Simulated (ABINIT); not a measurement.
# σyy against uniaxial strain in fluorite-structure HfO2 (space group 225): C12 (ABINIT, LDA)

```
HfO2
1.0
    0.00000     2.48100     2.48100
    2.44379     0.00000     2.48100
    2.44379     2.48100     0.00000
Hf O
1 2
Cartesian
  0.00000   0.00000   0.00000
  1.22189   1.24050   1.24050
  3.66568   3.72150   3.72150
```

Method of the run: LDA (PW92), norm-conserving pseudopotentials (PseudoDojo nc-sr-04 LDA standard) (plane waves; ABINIT 10.0.3). Settings: pseudos = [Hf.upf, O.upf]; ecut = 1497 eV; occopt = 3; tsmear = 0.01 eV; ngkpt = 14 14 14; nshiftk = 1; shiftk = 0 0 0; potentials = PseudoDojo nc-sr-04 LDA standard; nband = 17; kptopt = 1; nstep = 50; toldfe = 1e-09 Ha. The cell above is the first row's. The rows stretch one cube axis (x) by the strain ε and hold the other two. Stress is positive in tension. In all rows fractional positions and the k mesh are held.

| ε (%) | σyy (GPa) |
|---|---|
| -1.5 | ? |
| -1.0 | -1.26 |
| -0.5 | -0.62 |
| 0.0 | 0.00 |
| 0.5 | 0.59 |
| 1.0 | 1.16 |
| 1.5 | 1.70 |
| 2.0 | 2.22 |

Taking a parabola for σyy over the 7 complete rows: Least squares gives σyy = -0.001 + 1.2095·ε - 0.0495·ε². Residuals (row less fit): 0.000, -0.002, 0.001, -0.001, 0.001, -0.002, 0.000; standard error 0.002 (degrees of freedom: 4). The slope at ε = 0, 1.2095 GPa per cent, gives C12 ≈ 100 × 1.2095 = 121 GPa, for the static lattice.

Predict the withheld σyy at ε = -1.5 from the fit, and compare with the calculation.

σyy = -0.001 + 1.2095 × (-1.5) - 0.0495 × (-1.5)² = -1.927 GPa. The calculation gives -1.94 GPa, 0.013 GPa below the prediction (0.3 % of the range of σyy in the table). The row lies outside the fitted rows, so this is an extrapolation.

Carrying the step between the two nearest rows on in a straight line would have given -1.90, off by 0.04; series whose last step already gives the withheld value aren't shown. The reference cell has the volume at which an earlier scan in this program and functional put its minimum by a fit. This is a high-temperature phase, held here by symmetry. The runs keep the symmetry of the cell, so they don't test it for distortions. The unstrained cell stands at a pressure of 0.00 GPa, and the constants belong to that pressure. By symmetry this strain leaves no force on the atoms; the largest in the rows is 0.000 eV/Å. Spin-orbit coupling is off. Cutoffs and mesh are single choices, not tested for convergence of this quantity. Series with a scatter that would blur these digits, or in which a gap closes, are not shown. Strain series were run only where this level's volume lies within 10 % of a first guess from the measured size.
